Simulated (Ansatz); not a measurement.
```xyz
96
Lattice="6.2784 -0.0002 -0.0018 0.0001 4.4384 0.1031 0.5146 2.4650 25.8028" Properties=species:S:1:pos:R:3 pbc="T T T"
B      0.5151     4.3624     2.3134
B      2.5977     2.8671     2.2736
B      4.7150     1.3744     2.2185
B      0.5991     2.2251     0.9052
B      2.6276     0.7847     1.1081
B      4.7853     3.7106     1.2229
B      4.6967     1.3153     4.8056
B      0.5087     4.2780     4.8809
B      2.5965     2.7972     4.8532
B      4.7039     3.5630     3.6004
B      0.5096     2.0940     3.5256
B      2.5979     0.6176     3.5275
B      2.6009     2.7377     7.4130
B      4.6950     1.2581     7.3714
B      0.5092     4.2171     7.4437
B      2.6013     4.9878     6.1829
B      4.6950     3.5064     6.1453
B      0.5085     2.0285     6.1067
B      0.5110     4.1572    10.0044
B      2.6024     2.6788     9.9777
B      4.6953     1.2000     9.9326
B      0.5099     1.9681     8.6741
B      2.6023     4.9273     8.7433
B      4.6943     3.4476     8.7041
B      4.6934     1.1494    12.4849
B      0.5218     4.0960    12.5492
B      2.6053     2.6241    12.5594
B      4.6914     3.3883    11.2626
B      0.5134     1.9063    11.2412
B      2.6037     4.8690    11.3060
B      2.7021     2.6379    15.1900
B      4.7230     1.2030    14.9082
B      0.6066     4.1344    14.9270
B      2.6112     4.8344    13.8756
B      4.6943     3.3379    13.8418
B      0.5338     1.8456    13.8278
N      2.0874     2.1505     1.0720
N      4.1016     0.5602     0.9377
N      6.2560     3.6398     1.0573
N      6.2541     1.3763     2.1903
N      2.0607     4.3363     2.3265
N      4.1744     2.8246     2.2723
N      6.2633     3.5712     3.5845
N      2.0781     2.0929     3.5677
N      4.1721     0.6009     3.5010
N      4.1701     2.7935     4.8466
N      6.2620     1.3183     4.7990
N      2.0781     4.2781     4.8877
N      4.1717     4.9857     6.1756
N      6.2638     3.5076     6.1444
N      2.0775     2.0282     6.1179
N      2.0788     4.2174     7.4463
N      4.1712     2.7373     7.4072
N      6.2639     1.2579     7.3716
N      2.0784     1.9681     8.6786
N      4.1722     4.9273     8.7386
N      6.2646     3.4472     8.7064
N      6.2656     1.1976     9.9383
N      2.0795     4.1583    10.0073
N      4.1717     2.6789     9.9651
N      6.2652     3.3846    11.2679
N      2.0785     1.9089    11.2499
N      4.1731     4.8692    11.2975
N      4.1741     2.6249    12.5144
N      6.2678     1.1320    12.5103
N      2.0806     4.1030    12.5676
N      4.1570     4.8073    13.8582
N      6.2715     3.2965    13.8408
N      2.0717     1.8454    13.8597
N      2.0746     4.0547    15.0994
N      4.1856     2.5643    15.0062
N      6.2001     0.9711    15.0698
N      2.4697     2.2764    16.7745
N      5.6865     2.5201    17.2933
N      1.0050     4.7173    18.6801
N      4.1290     4.6719    18.6696
N      5.6908     2.3331    20.0761
N      2.5586     2.2454    20.0925
N      4.1151     4.7003    21.7821
N      1.0019     4.7462    21.7835
N      2.5256     2.3425    23.2350
N      5.7024     2.3506    23.1910
N      0.8619     4.3728    25.1236
N      4.1116     4.6328    24.5668
Nb     1.0777     2.4643    18.4106
Nb     4.0104     2.4656    18.4097
Nb     2.5401     4.5062    17.1965
Nb     5.7231     4.7015    17.2099
Nb     4.1215     2.4632    21.6266
Nb     1.0082     2.5241    21.5826
Nb     5.7130     4.5395    20.2601
Nb     2.5466     4.4672    20.2914
Nb     0.9330     6.6553    24.7922
Nb     4.1283     6.8116    24.7803
Nb     2.4068     4.5511    23.5127
Nb     5.7670     4.5315    23.4429
```

The first 72 atoms are the substrate (BN-zb), the rest the film (NbN-rs).

Level of theory: PBE (plane waves to 420 eV, PAW; Ansatz, an electronic-structure program). Spin–orbit coupling is left out; the runs are not spin-polarised; PBE gaps are too small against experiment. Its k-point mesh 4×6×1, Fermi–Dirac width 0.05 eV.

### Question
Describe the bonding at the interfaces and give the barriers.

### Answer
A periodic stack without vacuum, rock-salt NbN (1 1 0) on zinc-blende BN (1 1 0) (film strained to the substrate, started from cuts of the bulks and a machine-learned relaxation; slabs B36N36 and N12Nb12, which can lie off the formulas): substrate slab B36N36, film N12Nb12, surface cells [[-1, 2], [-1, -1]] and [[0, 2], [-1, 0]], film strained by +0.4 and +0.4 %, outermost planes BN/BN and NNb/NNb as cut, which need not be the usual terminations and can put a slab off its formula.
```
Property                                                                                   Value
-------------------------------------------------------------------------------  ---------------
interface area                                                                           27.9 Å²
period                                                                                   25.74 Å
heights between the nearest atoms of the two slabs at the two interfaces         1.59 and 1.58 Å
B–Nb contacts across the interfaces within 1.22 times the sum of covalent radii   8, mean 2.74 Å
N–Nb contacts across the interfaces within 1.22 times the sum of covalent radii   4, mean 2.20 Å
B–N contacts across the interfaces within 1.22 times the sum of covalent radii    2, mean 1.64 Å
hole barrier (PBE)                                                                       1.56 eV
electron barrier (PBE)                                                                   2.90 eV
```
